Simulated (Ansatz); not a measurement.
## The (10-10) surface of wurtzite GaN in its 1x1 cell (cut with top plane Ga + N, bottom plane Ga + N), outermost plane spacing 0.93 Å in the ideal cut

The numbers are results of PBE (plane waves to 420 eV, PAW; Ansatz, an electronic-structure program), not measurements.

Set-up: 8 atoms, Ga4N4, 3.7 Å thick at the start (thin: gaps and levels are the slab's own); mesh 8x5x1; 0.025 eV smearing; dipole correction on; all atoms relaxed; start symmetry kept, larger cells not searched; no spin, no spin-orbit, no U.

```json
{
  "surface energy (mean of both faces)": "1.40 J/m²",
  "surface_energy_before_relaxation": "1.97 J/m²",
  "energy_released_by_relaxation": "1.20 eV",
  "cost": "roughly 80 core-seconds"
}
```
